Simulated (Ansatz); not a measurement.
## A constructed model of the (111) surface of fcc Pt, (√3x√3)R30° surface alloy, Ga on one Pt site of the top plane (bottom of the slab: a bare face, its two planes held)

All values below come from PBE (plane waves to 420 eV, PAW; Ansatz, an electronic-structure program).

Set-up: 18 atoms, 11.4 Å thick at the start; mesh 9x9x1; 0.1 eV smearing; dipole correction on; 6 atoms held, the rest relaxed; held to the start's symmetry, so lower structures may exist; no spin, no spin-orbit, no U. It is one candidate, not shown to be the stable structure of the face.

```yaml
work_function_of_the_top_face: 5.27 eV
energy_released_by_relaxation: 0.011 eV
cost: roughly 7 core-minutes
```
